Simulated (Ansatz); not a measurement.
Ansatz (a program for electronic structure) run on Bi (Pm, 4 atoms in the cell): relaxation of the atoms.

Method of the run: LDA (PW92), default PAW files made with PBE (plane waves; Ansatz).

The change in words: one atom moved by 0.15 angstrom; relax: default → atoms; relax.f_tol: default → 0.05 eV/Å. Reference geometry:
```
CELL_PARAMETERS angstrom
      4.59945     0.00000     0.00000
      0.00000     4.56384     0.00000
     -1.50748     0.00000     6.62229
ATOMIC_POSITIONS crystal
  Bi 0.85569 0.25000 0.78518
  Bi 0.14431 0.75000 0.21482
  Bi 0.67717 0.25000 0.31790
  Bi 0.32283 0.75000 0.68210
```

Reference input (self-consistent single point, DFT, LDA (PW92), plane waves, default PAW files made with PBE): basis.ecutwfc = 420 eV; kpoints.mp_grid.grid = 6 5 3; hamiltonian.xc = lda; hamiltonian.pseudopotentials = {kind: paw} (the program's default PAW files); scf.occupations.method = gaussian; scf.occupations.width = 0.1 eV. This run's input differs from it in these lines:

```diff
@@ -7,3 +7,3 @@
   atoms:
-    - { symbol: Bi, position_ang: [2.752063, 1.140959, 5.199691] }
+    - { symbol: Bi, position_ang: [2.752063, 1.140959, 5.349693] }
     - { symbol: Bi, position_ang: [0.339910, 3.422878, 1.422601] }
@@ -20,2 +20,4 @@
   occupations: { method: gaussian, width: 0.1 eV }
+relax:
+  f_tol: 0.05
 output:
```

The program printed (abridged):

```
   [... SCF lines of the steps left out ...]
relax step   1: F+E_penalty+E_count = -48343.02432719 eV  Δ(F+E_penalty+E_count) = +0.000e0 eV  max|allowed force component| = 4.750e-1 eV/Å  Δτ_max = 0.0000 Å  (6 SCF iters, dr2 threshold 6.25e-5 eV, accepted)
relax step   2: F+E_penalty+E_count = -48343.08575017 eV  Δ(F+E_penalty+E_count) = -6.142e-2 eV  max|allowed force component| = 2.273e-1 eV/Å  Δτ_max = 0.1159 Å  (4 SCF iters, dr2 threshold 1.41e-5 eV, accepted)
   [... lines left out ...]
relax step  10: F+E_penalty+E_count = -48343.19797135 eV  Δ(F+E_penalty+E_count) = +5.113e-3 eV  max|allowed force component| = 2.083e-1 eV/Å  Δτ_max = 0.0828 Å  (6 SCF iters, rejected (line search))
relax step  11: F+E_penalty+E_count = -48343.20470795 eV  Δ(F+E_penalty+E_count) = -1.623e-3 eV  max|allowed force component| = 6.208e-2 eV/Å  Δτ_max = 0.0414 Å  (6 SCF iters, accepted)
relax step  12: F+E_penalty+E_count = -48343.20576879 eV  Δ(F+E_penalty+E_count) = -1.061e-3 eV  max|allowed force component| = 2.163e-2 eV/Å  Δτ_max = 0.0248 Å  (6 SCF iters, accepted)
the relaxation is at rest under the 2 symmetry operations that the run kept from its start: a minimum is not shown …
Free energy (F): -48343.205769 eV
Internal energy: -48343.202248 eV  (E = F + TS)
E sigma→0 (E₀):  -48343.204008 eV
Entropy (-TS):   -0.003521 eV (-0.880 meV/atom)
Fermi energy:    9.595937 eV
--- Forces (eV/Å), atoms counted from 1 ---
  atom   1  Bi    -0.00669685     0.00000000    -0.00209234
  atom   2  Bi    -0.01189894     0.00000000     0.02162916
  atom   3  Bi     0.01366957    -0.00000000    -0.00767443
  atom   4  Bi     0.00492416    -0.00000000    -0.01186095
--- Stress (GPa, compression-positive) ---
       -0.316415      -0.000000       0.626741
   [... lines left out ...]
  F+E_penalty+E_count = -48343.20576879 eV   max|allowed force component| = 2.163e-2 eV/Å
  atoms:
    - { symbol: Bi, position: [0.79709164385001, 0.25, 0.7747561113627112] }
    - { symbol: Bi, position: [0.1429604603391439, 0.7500000000000001, 0.24147559855508938] }
    - { symbol: Bi, position: [0.7263281978571097, 0.25, 0.30608172839872705] }
    - { symbol: Bi, position: [0.341043621929322, 0.7500000000000001, 0.7003376317359562] }
```

The run converged.  The full log also holds: “iter 4 did not close the SCF: its close was put off for the readings that it lacked (scf_convergence_deferred on its scf_iter line)”. The full log also holds: “iter 5 did not close the SCF: its close was put off for the readings that it lacked (scf_convergence_deferred on its scf_iter line)”.

Summary of the result:
- Free energy E − TS (on the zero of these files) = -48343.2058 eV
- Fermi level (on the code's own zero) = 9.60 eV
- Pressure = -1.40 GPa
- Largest force (vector length) = 0.025 eV/Å
- Relaxation steps = 12

The starting cell comes from a database of computed structures (which also holds hypothetical and non-ambient phases and stackings), without a prior relaxation at this level. Its lattice was rescaled by up to half a per cent. For this run, on top of that: one atom moved by 0.15 angstrom. Ansatz's pressure includes its estimate of the finite-basis (Pulay) stress.

Cost on one core of a shared machine: roughly 90 s.

Keys are those of Ansatz 0.2.
